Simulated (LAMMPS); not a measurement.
MD from the crystal across the composition of Au (fcc) with a share x of Au sites Ni; all at 300 K and zero pressure.

Model: classical MD, pair style eam, the elements' _u3.eam files (universal-3 set of Foiles, Baskes and Daw) (LAMMPS).

```
x                       volume                                state                  enthalpy  T (K)
----  ------------------------  -----------------------------------  ------------------------  -----
0.25  15.7716 ± 0.0001 Å³/atom  crystal; no diffusion seen in 30 ps  -3.9652 ± 0.0001 eV/atom    300
0.5   14.3340 ± 0.0001 Å³/atom  crystal; no diffusion seen in 30 ps  -4.0862 ± 0.0001 eV/atom    300
0.75  12.8056 ± 0.0002 Å³/atom  crystal; no diffusion seen in 30 ps  -4.2126 ± 0.0001 eV/atom    300
```

Caution: the random arrangement on this lattice is imposed, and need not be a phase that exists in equilibrium.

States go by the mean squared displacement: a species diffuses where it passes 1.5 Å², still rises and gives D over 1e-6 cm²/s; a crystal has left its structure where atoms lie 0.35 Å off their sites on average or a cubic box changes its shape by 3 %, or the axial ratios of another lie 8 % off the starting cell's, which the potential's own relaxation can also do.

Uncertainties are statistical and leave out the potential's own error.
